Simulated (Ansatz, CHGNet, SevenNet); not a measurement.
# InSe (P6₃/mmc, No. 194, 8 atoms in the cell; start mp-20485; a measured phase of this formula has another space group): lattice constant a by level of theory

No measured value is used here.

```csv
level (code),value (Å)
CHGNet 0.3.0,4.112
CHGNet-r²SCAN,4.146
SevenNet-0,4.089
LDA (Ansatz),3.967
PBE (Ansatz),4.088
PBEsol (Ansatz),4.006
PBE-D3(BJ) (Ansatz),4.032
PBE-D4 (Ansatz),4.029
r²SCAN (Ansatz),4.043
r²SCAN-D4 (Ansatz),4.027
r²SCAN+rVV10 (Ansatz),4.017
```

CHGNet 0.3.0, CHGNet-r²SCAN, SevenNet-0, LDA, PBE, PBEsol, PBE-D3(BJ), PBE-D4, r²SCAN, r²SCAN-D4, r²SCAN+rVV10: the relaxation could not lower the start's symmetry, so the cell can be a saddle point above a distorted one. Ansatz's density-functional and Hartree–Fock values are scalar-relativistic unless marked +SOC, with PAW data made under PBE.

Machine-learned potentials (CHGNet 0.3.0, CHGNet-r²SCAN, SevenNet-0) are trained on DFT data: a solid inside that data is no test of them.

A start named mp-… is a Materials Project structure, which need not be a measured phase.

Ansatz is a program for electronic structure.
